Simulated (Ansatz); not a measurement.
Defect: Ga vacancy in zinc-blende GaN, charge state -3. Method: PBE, PAW (plane waves to 420 eV; Ansatz, a first-principles code).

64-site cell at the relaxed PBE lattice, one k-point at (0.250, 0.250, 0.250), smearing 0.01 eV, spin-restricted, no finite-size correction. Static, classical nuclei. The host's phase is taken as given; its stability against other phases was not computed. The charge state is imposed; whether it is stable for some Fermi level was not computed. Forms of the defect that were not tried may lie lower.

Barriers: single points on a 2×2×2 k-point mesh shifted by half a step at the bands' geometries.

The step: one Ga atom jumps into the vacancy from a nearby Ga site. Atoms about the jump, Cartesian Å from the middle of the jump, before and after:

```tsv
atom	x0	y0	z0	x1	y1	z1
Ga1	0.00	-1.10	1.10	0.00	1.10	-1.10
N2	1.19	-0.08	0.08	1.19	0.08	-0.08
N3	-1.25	2.35	0.08	-1.17	2.28	0.00
N4	-1.17	0.00	2.28	-1.25	0.08	2.35
N5	-1.24	-0.08	-2.36	-1.17	0.00	-2.28
N6	-1.17	-2.28	0.00	-1.24	-2.36	-0.08
Ga7	-2.27	1.16	1.10	-2.26	1.10	1.16
Ga8	-2.26	-1.10	-1.16	-2.26	-1.16	-1.10
N9	-3.44	0.00	0.01	-3.44	0.00	0.00
Ga10	2.21	1.11	1.10	2.21	1.10	1.11
Ga11	2.21	-1.10	-1.11	2.21	-1.11	-1.10
```

Q: Predict the transition state.

A: 
```tsv
atom	x	y	z
Ga1	-0.41	0.01	0.01
N2	1.40	0.01	0.00
N3	-1.21	2.17	0.10
N4	-1.21	0.10	2.16
N5	-1.20	-0.08	-2.17
N6	-1.20	-2.16	-0.09
Ga7	-2.46	1.21	1.21
Ga8	-2.45	-1.20	-1.21
N9	-3.51	0.01	0.00
Ga10	2.30	1.15	1.15
Ga11	2.30	-1.14	-1.14
```
It lies 2.12 eV above the start and 2.12 eV above the end. The program found a first-order saddle point.
